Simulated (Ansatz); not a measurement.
Take Mg3PbO in the anti-perovskite structure (space group Pm-3m, No. 221; a = 4.385 Å; a hypothetical phase, not in the database extracts checked) as the base. Axes: x, y, z lie along the cube axes.

It is then changed as follows: uniaxial stress, 1 GPa tension along x, with the cell and atoms free to relax against it.

Levels (all Ansatz, a program for electronic structure, PAW): PBEsol (420 eV, spin-orbit coupling left out); PBEsol+SOC (420 eV, noncollinear with spin-orbit coupling).

The geometry is relaxed with PBEsol.

```
Property           Result
---------------  --------
PBEsol pressure  -0.3 GPa
```

**Question.** Predict the pressure from PBEsol+SOC.

**Answer.** The pressure shrinks by 0.3 GPa (-0.3 GPa → -0.6 GPa).

Single points use the geometry relaxed with PBEsol. The spin-orbit shifts are approximate. Load acts through the strain it causes; cell and atoms are relaxed under it. Beyond what the load breaks, stability against distortions was not tested. The runs without spin-orbit coupling are not spin-polarised.
